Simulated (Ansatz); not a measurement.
## Te under a change: holes 7.0×10^21 cm⁻³

Consider Te (space group P3_121, No. 152; a = 4.521 Å, c = 5.954 Å; made of chains).

Modification: hole doping at 7.0×10^21 cm⁻³ (0.738 per cell), with a uniform compensating background at fixed cell and a 300 K Fermi–Dirac width.

Computed with PBE (Ansatz, a first-principles code), no spin-orbit coupling. Settings: 15×15×10 k-points, 0.0259 eV Fermi–Dirac smearing.

| quantity | base | changed | shift |
|---|---|---|---|
| gap between the host's bands | 0.23 eV | 0.25 eV | +0.02 eV |
| Fermi level relative to the doped band's edge (positive inside the band; to 0.05 eV) | – | +0.65 eV | – |

Final structure:

```yaml
crystal:
  lattice:
    - [4.52090, 0.00000, 0.00000]
    - [-2.26045, 3.91521, 0.00000]
    - [0.00000, 0.00000, 5.95427]
  atoms:
    - { symbol: Te, position: [0.28196, 0.00000, 0.33333] }
    - { symbol: Te, position: [0.00000, 0.28196, 0.66667] }
    - { symbol: Te, position: [0.71804, 0.71804, 0.00000] }
```
Cell charge +0.737746.

Charged cell with a jellium background: band edges are those of the host's band count, energies are not comparable with the neutral cell, and many-body gap narrowing is missing. Spin-orbit coupling, missing from the scalar runs, can matter with Te. Stability against distortions was not tested. No dispersion term is included, though the crystal is made of layers, chains or molecules, so its spacings can come out too wide. The zero or small gap of Te can change with the level of theory.
